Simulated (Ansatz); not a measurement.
Take C in the diamond structure (space group Fd-3m, No. 227; a = 3.554 Å) as the base. Axes: x, y, z lie along the cube axes.

Calculations: PBEsol (Ansatz, a program for electronic structure, PAW, spin-orbit coupling left out).

Strains are applied to the cell and any free atomic positions relax.

One change was made to it. Results:

The valence-band top at Γ (three highest levels, from the VBM) goes from 0.00, 0.00, 0.00 eV to 0.00, -0.07, -0.11 eV; the energy rises by 8.2 meV/atom; the smallest direct gap drops by 0.455 eV (5.57 eV → 5.12 eV).

**Question.** Which change produced these results?
(A) tensor shear ε_xy = +1.71 %
(B) tensor shear ε_xy = +1.43 %
(C) tensor shear ε_xy = +0.29 %
(D) tensor shear ε_xy = +0.57 %

**Answer.** B, tensor shear ε_xy = +1.43 %. For comparison, the valence-band top at Γ in the other runs: tensor shear ε_xy = +1.71 % gives 0.00, -0.09, -0.13 eV; tensor shear ε_xy = +0.29 % gives 0.00, -0.01, -0.02 eV; tensor shear ε_xy = +0.57 % gives 0.00, -0.03, -0.04 eV.

Stability against distortions was not tested.
